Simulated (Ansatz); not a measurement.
## TiPt$_{3}$ in the Cu3Au type structure (space group Pm-3m, No. 221)

```cif
data_Pt3Ti
_chemical_formula_sum 'Ti1 Pt3'
_space_group_name_H-M_alt 'P 1'
_space_group_IT_number 1
_cell_length_a 3.89936
_cell_length_b 3.89936
_cell_length_c 3.89936
_cell_angle_alpha 90.000
_cell_angle_beta 90.000
_cell_angle_gamma 90.000
loop_
_space_group_symop_operation_xyz
  'x, y, z'
loop_
_atom_site_label
_atom_site_type_symbol
_atom_site_fract_x
_atom_site_fract_y
_atom_site_fract_z
_atom_site_occupancy
Ti1 Ti 0.00000 0.00000 0.00000 1
Pt1 Pt 0.00000 0.50000 0.50000 1
Pt2 Pt 0.50000 0.00000 0.50000 1
Pt3 Pt 0.50000 0.50000 0.00000 1
```

Method: plane-wave PAW DFT at the PBEsol level (Ansatz, a quantum-chemistry and plane-wave program, 420 eV), scalar-relativistic without spin-orbit coupling. Settings: 12×12×12 k-points, 0.05 eV Fermi–Dirac smearing.

- Volume per atom = 14.82 Å³
- Density = 17.73 g/cm³
- Band gap = zero
- Total energy = -9907.223 eV/atom (σ→0; compares only within this code and set-up)

Stability against distortions was not tested. The final runs are not spin-polarised.
